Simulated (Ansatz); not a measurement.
Base system: ZnS in the zinc blende structure (space group F-43m, No. 216; a = 5.443 Å).

Computed with PBE/PAW in Ansatz (a first-principles code), no spin-orbit coupling.

Strains are applied to the cell and any free atomic positions relax.

One change was made to it. Results:

The hole mass (degenerate bands, along [100]) goes from 0.18, 0.72, 0.72 mₑ (at Γ) to 0.16, 0.81, 0.81 mₑ (at Γ); the energy grows by 32 meV/atom; the valley order (the lowest conduction-band minima on the path, energy above the VBM, named in the base's zone) changes from Γ 2.02 eV; L along ⟨111⟩ 3.26 eV; X along ⟨100⟩ 3.45 eV to Γ 1.64 eV; L along ⟨111⟩ 3.08 eV; X along ⟨100⟩ 3.63 eV.

Task: Which of these changes matches the shifts?
A. isotropic strain +0.50 %
B. isotropic strain −2.00 %
C. isotropic strain +3.00 %

Result: C, isotropic strain +3.00 %. For comparison, the valley order in the other runs: isotropic strain −2.00 % gives Γ 2.28 eV; X along ⟨100⟩ 3.31 eV; L along ⟨111⟩ 3.38 eV; isotropic strain +0.50 % gives Γ 1.95 eV; L along ⟨111⟩ 3.23 eV; X along ⟨100⟩ 3.48 eV.

The levels and masses belong to the bands next to the band gap. Effective masses come from finite differences of ±0.01 Å⁻¹. No phonon test of stability was made.
